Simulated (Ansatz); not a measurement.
The parent structure is TaS$_{2}$ in the CdI2 type structure (space group P-3m1, No. 164; layered, stacked along the Cartesian z axis; relaxed with 0.1 eV smearing).

```
CELL_PARAMETERS angstrom
      3.27783     0.00000     0.00000
     -1.63891     2.83868     0.00000
      0.00000     0.00000     5.58762
ATOMIC_POSITIONS crystal
  Ta 0.00000 0.00000 0.00000
  S  0.33333 0.66667 0.27709
  S  0.66667 0.33333 0.72291
```

Cartesian axes are those of the cell as printed.

Calculations: PBEsol-D3(BJ) (Ansatz, a program for electronic structure, PAW, no spin-orbit coupling), earlier PAW set.

For the base:

- Pressure: 0.0 GPa

Now apply this change: compressive biaxial strain of 2.40 % in the plane normal to [001], as in epitaxy on a mismatched substrate; the out-of-plane cell vector and the atoms relax.

What does the calculation give for the pressure after the change?

The pressure (mean of the normal stresses, compression positive) goes from zero to 4.1 GPa.

What does the calculation give for the out-of-plane strain after the change?

The out-of-plane strain is +0.98 %.

No phonon test of stability was made. All final runs are without spin polarisation. An odd electron count without spin: TaS2.
